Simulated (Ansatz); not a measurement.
Take Si in the diamond structure (space group Fd-3m, No. 227; a = 5.470 Å) as the base.

Calculations: PBE in Ansatz (plane waves to 420 eV, PAW, no spin-orbit coupling).

Strains are applied to the cell and any free atomic positions relax.

One change was made to it. Results:

```
quantity      base       after
--------  --------  ----------
band gap   0.61 eV     0.73 eV
pressure  0.0 kbar  -56.0 kbar
```

Question: Which of these changes matches the shifts?
A) isotropic strain +3.00 %
B) isotropic strain +2.50 %
C) isotropic strain −0.50 %

Answer: B, isotropic strain +2.50 %. For comparison, the pressure in the other runs: isotropic strain +3.00 % gives -64.8 kbar; isotropic strain −0.50 % gives 13.7 kbar.

Stability against distortions was not tested.

Ansatz is an electronic-structure program.
